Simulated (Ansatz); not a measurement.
The starting structures come from a database of crystals and need not be the phases stable at ambient conditions.

 Where the default PAW files enter, the runs use the earlier of Ansatz's two default sets.

Inside the gap of an insulator the Bloch states are evanescent, with a wavenumber k + iκ along the transport direction.

Given:

```xyz
18
Lattice="5.0175 0.0397 -0.0246 0.0077 6.8981 -0.0158 -1.9267 1.6592 5.8455" Properties=species:S:1:pos:R:3 pbc="T T T"
Al     0.4441     2.5776     1.0960
Al     2.6544     6.0193     4.7091
H      3.2999     3.9789     1.0253
H     -0.2014     4.6181     4.7797
H      3.3607     1.2566     0.8312
H     -0.2622     7.3404     4.9739
Pb     2.6708     2.5129     4.0162
Pb     0.4277     6.0840     1.7889
O      4.2440     4.0696     0.7445
O     -1.1455     4.5274     5.0606
O      4.3140     1.1858     0.5841
O     -1.2155     7.4112     5.2210
F      1.7573     1.3096     1.2519
F      1.3412     7.2874     4.5531
F      1.7300     3.8284     1.5225
F      1.3685     4.7686     4.2826
F     -0.0157     2.4373     2.8448
F      3.1142     6.1597     2.9603
```

Space group of this cell: P-1. The cell was relaxed by PBE-D3(BJ); by r2SCAN its mean pressure is -2.5 GPa.

Transport runs along the normal of the first two printed cell vectors.

The gap is the functional's own. No spin-orbit coupling. Mid-gap values are interpolated on the energy grid.

**Question.** Give the band gap and the smallest decay constant κ at mid-gap that r2SCAN (Ansatz, a program for electronic structure) yields.

**Answer.** Gap 4.98 eV on a 6×6×6 mesh; κ = 0.485 1/Å, at the zone centre.
